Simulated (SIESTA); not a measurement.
# One base run on SnMo6Se8 (R-3, 15 atoms in the cell) and variants with one or two settings moved

```
CELL_PARAMETERS angstrom
      4.83113     2.78925     3.99504
     -4.83113     2.78925     3.99504
      0.00000    -5.57850     3.99504
ATOMIC_POSITIONS crystal
  Sn 0.00000 0.00000 0.00000
  Mo 0.57793 0.44087 0.76183
  Mo 0.42207 0.55913 0.23817
  Mo 0.76183 0.57793 0.44087
  Mo 0.23817 0.42207 0.55913
  Mo 0.44087 0.76183 0.57793
  Mo 0.55913 0.23817 0.42207
  Se 0.75992 0.75992 0.75992
  Se 0.24008 0.24008 0.24008
  Se 0.62241 0.87706 0.25272
  Se 0.37759 0.12294 0.74728
  Se 0.25272 0.62241 0.87706
  Se 0.74728 0.37759 0.12294
  Se 0.87706 0.25272 0.62241
  Se 0.12294 0.74728 0.37759
```

Base run A: LDA PW92, numerical atomic orbitals TZP, PseudoDojo LDA standard norm-conserving potentials (rewritten from UPF to PSML) run with SIESTA, self-consistent single point.

Its settings: XC.functional = LDA; XC.authors = PW92; potentials = PseudoDojo LDA standard; PAO.BasisSize = TZP; PAO.EnergyShift = 0.01 Ry; MeshCutoff = 400 Ry; kgrid.MonkhorstPack = 4 4 4; OccupationFunction = FD; ElectronicTemperature = 0.136 eV; MaxSCFIterations = 150; SCF.Mixer.Method = Pulay; SCF.Mixer.Weight = 0.25; SCF.Mixer.History = 8; SCF.DM.Tolerance = 1.0E-04.

The starting cell comes from a database of computed structures (which also holds hypothetical and non-ambient phases and stackings), without a prior relaxation at this level. Spin polarisation is off. Values carry the incompleteness of an atom-centred basis. In the base run, with a pressure of about -6 GPa the cell is away from its equilibrium volume at this level.

Total energies depend on the potentials, the functional and any Hubbard or dispersion term, so they are compared only between runs that share all of them.

| run | change | pressure (GPa) | largest force (eV/Å) |
|---|---|---|---|
| A | base | -5.60 | 0.466 |
| B | XC.functional: LDA → GGA; XC.authors: PW92 → PBEsol; pseudopotentials: PseudoDojo LDA standard → PseudoDojo PBEsol standard [GGA PBEsol] | -3.26 | 0.336 |
| C | XC.functional: LDA → GGA; XC.authors: PW92 → BLYP; pseudopotentials: PseudoDojo LDA standard → PseudoDojo PBE standard [GGA BLYP] | 7.29 | 0.938 |

Run B against A: The pressure goes from -5.60 to -3.26 GPa and the largest force goes from 0.466 to 0.336 eV/Å.

Run C against A: The pressure goes from -5.60 to 7.29 GPa and the largest force goes from 0.466 to 0.938 eV/Å.

Left out of this page: 5 runs of the series held back from this collection.
